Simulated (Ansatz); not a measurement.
## KF in the NiAs type structure (space group P6_3/mmc, No. 194; a hypothetical phase, not in the database extracts checked)

Space group P6₃/mmc (No. 194); a = 3.6607 Å, b = 3.6607 Å, c = 6.4794 Å, α = 90.00°, β = 90.00°, γ = 120.00°

```tsv
atom	site	symmetry	x	y	z
K	2a	-3m.	0.0000	0.0000	0.0000
F	2c	-6m2	0.3333	0.6667	0.2500
```

Computed with r2SCAN in Ansatz (plane waves to 500 eV, PAW, scalar-relativistic without spin-orbit coupling). Γ-centred 10×10×5 mesh, Fermi–Dirac width 0.05 eV.

```json
{
 "volume_per_atom": "18.80 Å³",
 "density": "2.57 g/cm³",
 "band_gap": "6.86 eV, direct at Γ",
 "electron_mass": "0.58 mₑ along c, 0.54 mₑ across",
 "Lowest conduction-band minima above the VBM": "Γ 6.86 eV",
 "total_energy": "-1177.559 eV/atom (σ→0; compares only within this code and set-up)"
}
```

Masses are band curvatures over ±0.01 Å⁻¹ around the edge. No phonon test of stability was made.

Ansatz is an electronic-structure program.
